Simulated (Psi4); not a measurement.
Psi4 1.11, TPSS/def2-svpd: Sn(OH)2(SiH3)2 ([OH][Sn]([OH])([SiH3])[SiH3]), 13 atoms. The geometry is a generated start, not checked to be a minimum at this level.

```json
{
  "task": "energy",
  "method": "tpss",
  "basis": "def2-svpd",
  "memory": "3 GB",
  "maxiter": "100",
  "keys_of_the_molecule_block": "symmetry c1",
  "scf_type": "df (default)",
  "e_convergence": "1e-06 (default)",
  "d_convergence": "1e-06 (default)",
  "dft_radial_points": "75 (default)",
  "dft_spherical_points": "302 (default)",
  "effective_core_potentials": "those of the basis set, past Kr",
  "basis_functions": "190",
  "grid_points": "281204"
}
```

```xyz
13

O     -0.1455    -0.9562     1.8674
Sn    -0.0078    -0.1463     0.0226
O     -0.1161    -1.9211    -0.9850
Si     2.4948     0.5316     0.0699
Si    -2.3716     0.9000    -0.2377
H     -0.2945    -1.8996     1.8585
H     -0.0244    -1.9245    -1.9327
H      3.3738    -0.6343    -0.0527
H      2.7450     1.2437     1.3195
H      2.7605     1.4484    -1.0481
H     -2.2033     2.2932    -0.6665
H     -3.0656     0.8708     1.0458
H     -3.1452     0.1944    -1.2609
```

With the defaults (diis = true, scf_initial_accelerator = adiis, damping_percentage = 0, level_shift = 0, level_shift_cutoff = 0.01, guess = auto, which took SAD, diis_max_vecs = 10) it converges in 10 SCF iterations. One run each on 2 threads, with these changes:
- guess = sapgau
- damping_percentage = 20
- level_shift = 0.1, level_shift_cutoff = 0.001
- diis_max_vecs = 3
- diis = false, scf_initial_accelerator = none, damping_percentage = 60
- diis_max_vecs = 20
- scf_initial_accelerator = ediis
- guess = core
- guess = sap

Q: Which of these changes keep the SCF from converging, or lead it to another solution?

A: No convergence: diis = false, scf_initial_accelerator = none, damping_percentage = 60 (the run ends without SCF convergence in 100 iterations). The rest reach the solution of the defaults.

```csv
setting,SCF iterations,end
the defaults,10,same solution
"level_shift = 0.1, level_shift_cutoff = 0.001",10,same solution
scf_initial_accelerator = ediis,10,same solution
diis_max_vecs = 20,10,same solution
guess = sap,13,same solution
guess = core,14,same solution
damping_percentage = 20,23,same solution
guess = sapgau,23,same solution
diis_max_vecs = 3,24,same solution
"diis = false, scf_initial_accelerator = none, damping_percentage = 60",100,no convergence
```

1 further run of the study ended by our limits or in an error and is left out.
